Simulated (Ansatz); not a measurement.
Base system: HgTe in the zinc blende structure (space group F-43m, No. 216).

HgTe is modelled in the cubic space group F-43m (No. 216), the zinc blende structure, Pearson symbol cF8. Conventional cell: a = 6.5098 Å, b = 6.5098 Å, c = 6.5098 Å, α = 90.00°, β = 90.00°, γ = 90.00°. Te on 4c has 4 Hg at 2.819 Å (tetrahedral). Hg on 4a sees 4 Te at 2.819 Å (tetrahedral). (Neighbours: up to the widest gap in distance over summed covalent radii, below 1.35, at either atom; cation-cation and far metal-metal contacts left out.)
(The calculation used a cell of 2 atoms; values per cell refer to that cell.)

Calculations: PBEsol (Ansatz, a program for electronic structure; PAW; 420 eV plane waves; no spin-orbit coupling).

Before the change:

* **Lattice parameter a**: 6.510 Å

Modification: full substitution Te → Sb, then cell and atoms are relaxed.

Task: Predict the new lattice parameter a.

Result: The lattice parameter a falls by 0.111 Å to 6.399 Å.

Spin-orbit coupling, missing from the scalar runs, can matter with Hg and Te. No phonon test of stability was made. As relaxed here, HgSb is a hypothetical phase, not in the database extracts checked. All final runs are without spin polarisation. An odd electron count without spin: HgSb.
